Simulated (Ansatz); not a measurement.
Base system: Ti in the hcp (Mg type) structure (space group P6_3/mmc, No. 194; a = 2.9367 Å, c = 4.6410 Å; relaxed with 0.1 eV smearing). Axes: x lies along a and z along c of the hexagonal cell.

Level of theory: r2SCAN (Ansatz, a program for electronic structure; PAW; 500 eV plane waves; no spin-orbit coupling), earlier PAW set.

It is then changed as follows: the cell is stretched by 0.44 % along z with no lateral relaxation; the atoms relax in the strained cell.

### Question
Predict the new stress.

### Answer
The stress (xx, yy, zz, yz, xz, xy; compression positive) is (-0.3, -0.3, -0.8, 0.0, 0.0, 0.0) GPa.

Whether these cells are dynamically stable was not tested. All final runs are without spin polarisation.
